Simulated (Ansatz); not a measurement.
```
GaN
1.0
    3.12122     0.00000     0.00000
   -1.56061     2.70306     0.00000
    0.00000     0.00000     5.08279
Ga N
2 2
Direct
  0.66667   0.33333   0.00091
  0.33333   0.66667   0.50091
  0.66667   0.33333   0.62429
  0.33333   0.66667   0.12429
```

No spin polarisation.

Level of theory: r2SCAN, PAW, 500 eV (Ansatz, an electronic-structure program; no spin-orbit coupling), earlier PAW set. Γ-centred 12×12×7 mesh, Fermi–Dirac width 0.05 eV.

**Question.** What is the computed space group?

**Answer.** P6_3mc (No. 186).

**Question.** What is the computed band gap?

**Answer.** 2.76 eV.

**Question.** What is the computed valence-band top at Γ (three highest levels, from the VBM)?

**Answer.** 0.00, 0.00, -0.05 eV.

**Question.** Estimate the gap character.

**Answer.** Direct at Γ.

The cells carry an imposed strain or load. Stability against distortions was not tested. The cell was made from GaN in the wurtzite structure (space group P6_3mc, No. 186) by this change: isotropic strain −1.95 %.
